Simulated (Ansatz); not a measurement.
```yaml
crystal:
  lattice:
    - [12.50000, 0.00000, 0.00000]
    - [0.00000, 11.00000, 0.00000]
    - [0.00000, 0.00000, 2.97114]
  atoms:
    - { symbol: W, position: [0.42975, 0.50000, 0.00000] }
    - { symbol: W, position: [0.57025, 0.50000, 0.50000] }
```

The numbers are results of PBE (plane waves to 420 eV, PAW; Ansatz, a quantum-chemistry and plane-wave program), not measurements. Mesh 1×1×80. Collinear spin, started with parallel moments, which vanish. One-dimensional cell, images about 11 Å apart. A model structure. Symmetry and one short period hold its shape; lower forms weren't sought. Pairing along the axis, which can open a gap, is among the distortions not tried. Values not marked SOC lack spin–orbit coupling.

Q: Say what this body is, and give its properties.

A: Free zigzag chain of W atoms. A hypothetical model.
- PBE gap = none (under 0.01 eV)
- crossings of the Fermi level between Γ and the zone edge (49 points) = 4, each for both spins (ideal conductance 4 × 2e²/h)
